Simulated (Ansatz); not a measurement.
# Sn: energy against strain

Sn (diamond, Fd-3m, 35.392 Å³/atom at rest) under an equal strain ε in the (001) plane with the normal axis free, as in a coherent film. r2SCAN in Ansatz, a plane-wave DFT program (PAW, default set), 500 eV, 12×12×12 Γ-centred mesh, Fermi-Dirac smearing 0.05 eV; ions are relaxed within the symmetry of each cell.

Here s stands for strain and y for E less E0.

| strain (%) | E less E0 (meV/atom) |
|---|---|
| -1.50 | 3.53 |
| -1.00 | 1.54 |
| -0.50 | 0.38 |
| 0.00 | 0.00 |
| 0.50 | 0.38 |
| 1.00 | 1.50 |
| 1.50 | 3.32 |
| 3.00 | ? |

Question: Fit y against s with a parabola, and predict the withheld value at s = 3.00.

Answer: Least squares gives y = -0.001 - 0.0507·s + 1.5224·s². Residuals (row less fit): 0.030, -0.032, -0.025, 0.001, 0.026, 0.029, -0.028; standard error 0.035 (degrees of freedom: 4). Twice the quadratic coefficient over the volume, 2 × 1.5224 meV × 10⁴ × 0.1602 / 35.392 Å³, is twice the biaxial elastic modulus of this plane = 138 ± 1.4 GPa. At the withheld row, y = -0.001 - 0.0507 × 3.0 + 1.5224 × 3.0² = 13.548 meV/atom. The calculation gives 12.71 meV/atom, 0.838 meV/atom below the prediction (6.6 % of the range of y in the table). The row lies outside the fitted rows, so this is an extrapolation. From the scatter of the fitted rows alone, a prediction at this place has a standard error of 0.133 meV/atom, so the miss is 6.3 times that.

One order more, fitted to all 13 runs of the series, follows each within 0.01, so the miss is the next term of a smooth law. This level leaves no gap over 0.05 eV at strain -1.50, -1.00, -0.50, 0.00, 1.00, 1.50, 3.00, where the mesh may be coarse. Sn is here grey tin, stable below 13 °C. Rows are the converged runs of the series near zero and its far end; series whose fitted rows scatter by over a few per cent of the range, as at a crossing or softening among them, aren't shown in this form. Most that stay on the fit to the last digits aren't either.
